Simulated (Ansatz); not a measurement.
Base system: Sr in the fcc (Cu type) structure (space group Fm-3m, No. 225; a = 5.923 Å). Axes: x, y, z lie along the cube axes.

Calculations: Kohn–Sham DFT with the PBEsol functional, run in Ansatz (an electronic-structure program) with PAW and 420 eV plane waves, no spin-orbit coupling.

Strains are applied to the cell and any free atomic positions relax; under biaxial strain the out-of-plane vector relaxes too.

One change was made to it. Results:

```tsv
quantity	base	after
pressure (mean of the normal stresses, compression positive)	0.0 GPa	0.0 GPa
volume per atom	51.93 Å³	51.76 Å³
energy relative to the base (free energy F)	0 meV/atom	+0.1 meV/atom
```

Task: Name the change that was made.
(A) biaxial strain +3.00 %, plane normal [001], relaxed out of plane
(B) biaxial strain −0.50 %, plane normal [001], relaxed out of plane
(C) biaxial strain +2.50 %, plane normal [001], relaxed out of plane
(D) biaxial strain +1.50 %, plane normal [001], relaxed out of plane
(E) biaxial strain −2.50 %, plane normal [001], relaxed out of plane

Result: B, biaxial strain −0.50 %, plane normal [001], relaxed out of plane. For comparison, the volume per atom in the other runs: biaxial strain +2.50 %, plane normal [001], relaxed out of plane gives 52.45 Å³; biaxial strain +1.50 %, plane normal [001], relaxed out of plane gives 52.33 Å³; biaxial strain −2.50 %, plane normal [001], relaxed out of plane gives 50.87 Å³; biaxial strain +3.00 %, plane normal [001], relaxed out of plane gives 52.46 Å³.

Stability against distortions was not tested.
